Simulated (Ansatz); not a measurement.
Worked example: self-consistent single point of SrC2 (P1, 6 atoms in the cell) in Ansatz (a first-principles code)

Method of the run: LDA (PW92), default PAW files made with PBE (plane waves; Ansatz).

This input was run:

Ansatz 0.2 input:
```yaml
crystal:
  lattice:
    - [3.546776, -2.226914, 0.000000]
    - [3.546776, 2.226914, 0.000000]
    - [-2.397397, 0.000000, 7.451465]
  atoms:
    - { symbol: Sr, position: [0.181098, 0.823438, 0.756710] }
    - { symbol: Sr, position: [0.821170, 0.178830, 0.250000] }
    - { symbol: C, position: [0.422270, 0.128390, 0.557610] }
    - { symbol: C, position: [0.577730, 0.871610, 0.442390] }
    - { symbol: C, position: [0.871610, 0.577730, 0.942390] }
    - { symbol: C, position: [0.128390, 0.422270, 0.057610] }
basis:
  ecutwfc: 420.0
kpoints:
  mp_grid:
    grid: [7, 7, 4]
hamiltonian:
  xc: lda
  pseudopotentials:
    kind: paw
scf:
  occupations:
    method: fermi_dirac
    width: 0.01
output:
  forces: true
  eigenvalues: true
  stress: true
```

The program printed (abridged):

```
WARN ansatz: RAYON_NUM_THREADS=1 ignored (pool sized by the plan → 1); use --threads N
Pseudopotentials: kind: paw
Pseudopotential: Sr, paw, valence charge 10
Pseudopotential: C, paw, valence charge 4
Crystal: 6 atoms, lattice volume = 117.709 Å³
Basis set: ecut = 420 eV, 2261 PW (Γ)
Bands: 24, of which v1, the nominal top of the filled ones, is band 18 counted from 1 (17 counted from 0)
Symmetry: 1 space group operations
Space group: P1 (ITA 1), of the structure as read, at distance tolerance 4.9e-5 Å
k-points: 99 of 196 (time reversal used)
PAW frozen core: Sr, regenerated for the run's functional, and the local potential with it
PAW frozen core: C, regenerated for the run's functional, and the local potential with it
Initial density: superposition of atomic densities (neutral atoms: chi_scale 0, normalization atom), corrected by the library's trained network
Initial wavefunctions: pseudopotential atomic-orbital guess
Eigensolver: davidson
Functional: x = slater, c = lda
SCF iter   1: F=—  HF=-7859.803116 eV  |F-HF|=—  |Δ(HF+E_count)|=         —  Δρ=6.44e-3  dr2=4.95e-2  ethr=1.77e-3  ⟨swp⟩=9.7  Hψ=15832  notcnv=0
all-band conjugate gradients solve this SCF's bands
preconditioner: auto → Resta (q_TF=auto, 2.239 Å⁻¹)
SCF iter   2: F=—  HF=-7859.788916 eV  |F-HF|=—  |Δ(HF+E_count)|=   1.42e-2  Δρ=2.95e-3  dr2=7.58e-3  ethr=1.38e-4  ⟨swp⟩=3.0  Hψ=4575  notcnv=0  defer=161
SCF iter   3: F=—  HF=-7859.786780 eV  |F-HF|=—  |Δ(HF+E_count)|=   2.14e-3  Δρ=6.58e-4  dr2=3.70e-4  ethr=2.11e-5  ⟨swp⟩=3.0  Hψ=3723  notcnv=0  defer=165
SCF iter   4: F=—  HF=-7859.786731 eV  |F-HF|=—  |Δ(HF+E_count)|=   4.93e-5  Δρ=1.01e-4  dr2=1.64e-5  ethr=1.03e-6  ⟨swp⟩=2.1  Hψ=3794  notcnv=0  defer=165
SCF iter   5: F=—  HF=-7859.786733 eV  |F-HF|=—  |Δ(HF+E_count)|=   2.35e-6  Δρ=5.85e-5  dr2=5.33e-6  ethr=4.55e-8  ⟨swp⟩=2.0  Hψ=3209  notcnv=0  defer=165
SCF iter   6: F=—  HF=-7859.786733 eV  |F-HF|=—  |Δ(HF+E_count)|=   3.75e-7  Δρ=2.92e-5  dr2=1.33e-6  ethr=1.48e-8  ⟨swp⟩=2.0  Hψ=3201  notcnv=0  defer=165
SCF iter   7: F=-7859.786733 eV  HF=-7859.786733 eV  |F-HF|=1.58e-8  |Δ(HF+E_count)|=   1.38e-7  Δρ=7.16e-6  dr2=7.26e-8  ethr=2.78e-10  ⟨swp⟩=10.6  Hψ=13680  notcnv=0
SCF 1 converged in 7 iterations: F = -7859.786733 eV  dr2 = 7.26e-8
SCF converged after 7 iterations
Free energy (F): -7859.786733 eV
Harris-Foulkes:  -7859.786733 eV  (|F-HF|=1.58e-8)
Internal energy: -7859.786733 eV  (E = F + TS)
E sigma→0 (E₀):  -7859.786733 eV
Fermi energy:    4.959608 eV
--- Per-component energies (eV) ---
  E_band       = -240.735105
  E_kinetic    = 832.488162
  E_local      = -1852.387201  (includes V_loc(G=0)·N_el)
  E_nonlocal   = 528.609182
  E_hartree    = 459.113534
  E_xc         = -528.190572
  E_vxc        = -553.186985  (∫ρ·V_xc dr)
  E_paw        = -5559.288708  (= ΣΔE_a)
  E_vpaw       = -114.486254  (= ΣTr[D̂ρ^β])
  E_aug_tail   = 0.000029  (compensation charges beyond the density's cutoff)
  E_ewald      = -1740.970760
  E_core_change = 0.839601  (= ΣΔE_core)
  E_smearing   = -0.000000  (= −TS)
  E_closure    = -0.000000  (closes the sum)
  Σ components = -7859.786733   (vs F -7859.786733, Δ=0.00e0)
--- Forces (eV/Å), atoms counted from 1 ---
  atom   1  Sr    -0.00359701    -0.04055146    -0.27062969
  atom   2  Sr    -0.00482182     0.04037931     0.14737580
  atom   3  C     -0.07256804    -0.29510668    -0.14568402
  atom   4  C      0.07641022     0.30471177     0.20299135
  atom   5  C      0.07458169    -0.31809413     0.35161836
  atom   6  C     -0.06993690     0.30866504    -0.28549273
  max |Σ_I F_I| component: 1.79e-4 eV/Å
--- Stress (GPa, compression-positive) ---
       -4.143829      -0.074282      -0.217024
       -0.074282      -4.966412       0.007941
       -0.217025       0.007941      -4.733683
  P = ⅓ Tr σ = -4.6146 GPa (-46.146 kbar)
  The stress holds the Pulay correction. Without it, at fixed plane waves, as pw.x and ABINIT print it: P = -4.8321 GPa
--- Band table (eV; the first three rows and the last of 99) ---
  k-point 0: bands = ["-28.9343", "-28.9228", "-11.2994", "-10.9636", "-10.9156", "-10.9037", "-10.9007", "-10.8846", "-7.9458", "-7.4840", "0.2804", "1.5239", "2.1851", "2.6842", "2.8971", "3.0424", "3.4078", "3.5875", "7.0520", "7.9150", "8.2774", [...]
  k-point 1: bands = ["-28.9326", "-28.9245", "-11.2555", "-11.0187", "-10.9115", "-10.9090", "-10.8942", "-10.8884", "-7.8817", "-7.5399", "0.4194", "1.2895", "2.1632", "2.6604", "2.8192", "3.2745", "3.3064", "3.6858", "7.1859", "8.0992", "8.1742", [...]
  k-point 2: bands = ["-28.9294", "-28.9277", "-11.1588", "-11.1248", "-10.9125", "-10.9110", "-10.8906", "-10.8892", "-7.7797", "-7.6337", "0.7434", "0.8672", "2.3056", "2.4058", "2.9236", "3.1265", "3.6235", "3.6362", "7.5289", "7.6490", "8.3161", [...]
  k-point 98: bands = ["-28.9189", "-28.9149", "-11.2315", "-11.1198", "-11.0630", "-10.9877", "-10.9766", "-10.9432", "-7.7176", "-7.5261", "0.5582", "0.9336", "2.2029", "2.3510", "2.6616", "2.8223", "3.6313", "3.7023", "7.2359", "8.7916", [...]
```

The run converged in 7 iterations.

The starting cell comes from a database of computed structures (which also holds hypothetical and non-ambient phases and stackings), without a prior relaxation at this level. Its lattice was rescaled by up to half a per cent. One atom was moved a little off its site on purpose. With a pressure of about -5 GPa the cell is away from its equilibrium volume at this level. Ansatz's pressure includes its estimate of the finite-basis (Pulay) stress. Another mesh or the band path of this cell gives a smaller gap, so this value is not converged in the mesh.
